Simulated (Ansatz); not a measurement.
# HfO2: pressure −1 GPa

The reference is HfO₂ in the fluorite structure (space group Fm-3m, No. 225; a = 5.0438 Å).

Modification: a negative pressure, −1 GPa.

Level of theory: PBEsol, PAW, 420 eV (Ansatz, a program for electronic structure; no spin-orbit coupling). Γ-centred 11×11×11 mesh, Fermi–Dirac width 0.05 eV.

The density drops by 0.042 g/cm³, from 10.90 g/cm³ to 10.85 g/cm³ and the lattice parameter a goes up by 0.006 Å, from 5.044 Å to 5.050 Å. The enthalpy H = E + PV relative to the base's energy comes out as -0.07 eV/atom and the band gap is nearly the same (3.69 eV against 3.68 eV). The gap character is still direct at X and the width of the top valence band hardly moves (1.88 eV against 1.87 eV). The electron mass remains 1.1 mₑ along k, 0.70 mₑ across (at X).

Final structure:

```
HfO2
1.0
    0.00000     2.52509     2.52509
    2.52509     0.00000     2.52509
    2.52509     2.52509     0.00000
Hf O
1 2
Direct
  0.00000   0.00000   0.00000
  0.25000   0.25000   0.25000
  0.75000   0.75000   0.75000
```

Cost of the whole job for the changed cell (relaxation, final SCF and bands): about 8 core-seconds (a rough figure).

With Hf present, leaving out spin-orbit coupling can change the band edges. Load acts through the strain it causes; cell and atoms are relaxed under it. Effective masses come from finite differences of ±0.01 Å⁻¹. Along k means along the line from Γ to the band edge. No phonon test of stability was made. This is not the structure that HfO2 has at room temperature and ambient pressure.
